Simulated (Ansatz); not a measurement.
Take SnO₂ in the rutile structure (space group P4_2/mnm, No. 136; a = 4.828 Å, c = 3.238 Å) as the base.

Computed with Ansatz (an electronic-structure program) PBE, no spin-orbit coupling.

For the base:

```
Property            Value
---------------  --------
Volume per atom  12.58 Å³
```

One thing is altered: a negative pressure, −1 GPa.

### Question
What does the calculation give for the volume per atom after the change?

### Answer
The volume per atom grows by 0.076 Å³ to 12.65 Å³.

Load acts through the strain it causes; cell and atoms are relaxed under it. Whether these cells are dynamically stable was not tested.
